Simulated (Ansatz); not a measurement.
## What uniaxial strain ε_zz = +2.50 % does to CdTe

The reference is CdTe in the zinc blende structure (space group F-43m, No. 216; a = 6.4086 Å). Axes: x, y, z lie along the cube axes.

Perturbation: uniaxial strain ε_zz = +2.50 %, all other strain components held at zero, atoms relaxed at fixed cell.

Level of theory: LDA (Ansatz, a program for electronic structure), no spin-orbit coupling. k-mesh 9×9×9 (Γ-centred); smearing 0.05 eV (Fermi–Dirac).

The volume per atom rises by 0.82 Å³ to 33.72 Å³ and the space group goes from F-43m (No. 216) to I-4m2 (No. 119). The shortest interatomic distance goes up by 0.023 Å, from 2.775 Å to 2.798 Å and the energy increases by 3.7 meV/atom. The pressure (mean of the normal stresses, compression positive) goes from zero to -1.08 GPa and the band gap drops by 0.105 eV, from 0.61 eV to 0.51 eV. The gap character stays direct at Γ and the electron mass becomes 0.049 mₑ along z, 0.044 mₑ across (at Γ) (base: 0.050 mₑ (at Γ)). The valence-band top at Γ (three highest levels, from the VBM) goes from 0.00, 0.00, 0.00 eV to 0.00, 0.00, -0.09 eV and the valley order (the lowest conduction-band minima on the path, energy above the VBM, named in the base's zone) changes from Γ 0.61 eV; L along ⟨111⟩ 1.68 eV to Γ 0.51 eV; L along [111] 1.62 eV. The stress (xx, yy, zz, yz, xz, xy; compression positive) is (-0.92, -0.92, -1.42, 0.00, 0.00, 0.00) GPa.

Final structure:

```yaml
crystal:
  lattice:
    - [0.00000, 3.20432, 3.28443]
    - [3.20432, 0.00000, 3.28443]
    - [3.20432, 3.20432, 0.00000]
  atoms:
    - { symbol: Cd, position: [0.00000, 0.00000, 0.00000] }
    - { symbol: Te, position: [0.25000, 0.25000, 0.25000] }
```

Cost of the whole job for the changed cell (relaxation, final SCF and bands): around 50 core-seconds (rough).

With Te present, leaving out spin-orbit coupling can change the band edges. Effective masses come from finite differences of ±0.01 Å⁻¹. Whether these cells are dynamically stable was not tested. Labels are those of the standard path for the cell's own space group.
